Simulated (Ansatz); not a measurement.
The starting structures come from a database of crystals and need not be the phases stable at ambient conditions.

## Evanescent states of BaBrF (P4/nmm, not sure to be the ambient phase, 6 atoms a cell, 25.7 Å³ an atom) along the normal of (111)

The numbers are results of r2SCAN (plane waves, PAW; Ansatz, a program for electronic structure), not measurements.

The gap is the functional's own. No spin-orbit coupling. Mid-gap values are interpolated on the energy grid.

Energies count from the valence-band top; κ is the least over a 6×4 mesh across the current.

```
E (eV)  κ (1/Å)  where
------  -------  -----
0.12      0.127      Γ
0.38      0.205      Γ
0.62      0.251      Γ
0.88      0.282      Γ
1.12      0.306      Γ
1.38      0.323      Γ
1.62      0.336      Γ
1.88      0.346      Γ
2.12      0.353      Γ
2.38      0.357      Γ
2.62      0.359      Γ
2.88      0.358      Γ
3.12      0.356      Γ
3.38      0.352      Γ
3.62      0.346      Γ
3.88      0.338      Γ
4.12      0.327      Γ
4.38      0.315      Γ
4.62      0.296      Γ
4.88      0.246      Γ
5.12      0.178      Γ
5.38      0.041      Γ
```

**Question.** How thick must the barrier be to attenuate the transmission by 10^6 when the electrodes' Fermi level lies at 0.12 eV, and what attenuation does that film give at 2.38 eV?

**Answer.** d = 6 ln 10 / (2 × 0.127) = 54.4 Å. At 2.38 eV it gives 6 × 0.357/0.127 = 16.9 decades.
